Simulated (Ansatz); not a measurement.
PBE against PBEsol: HgTe

Start from HgTe in the zinc blende structure (space group F-43m, No. 216; a = 6.651 Å).

(Cell as relaxed with PBE.)

Levels (all Ansatz, an electronic-structure program, PAW): PBE (420 eV, no spin-orbit coupling); PBEsol (420 eV, without spin-orbit coupling).

Each level relaxes its own structure.

```
quantity                  PBE    PBEsol
-------------------  --------  --------
volume per atom      36.77 Å³  34.48 Å³
lattice parameter a   6.651 Å   6.510 Å
band gap                 zero      zero
```

PBE's volume per atom lies 2.29 Å³ above PBEsol's (6.6 %); PBE's lattice parameter a lies 0.141 Å above PBEsol's (2.2 %); the two agree on the band gap. Neither level is exact; PBEsol is the comparison here, not a measurement.

Spin-orbit coupling, missing from the scalar runs, can matter with Hg and Te. Stability against distortions was not tested. The final runs are not spin-polarised. The zero or small gap of HgTe can change with the level of theory.
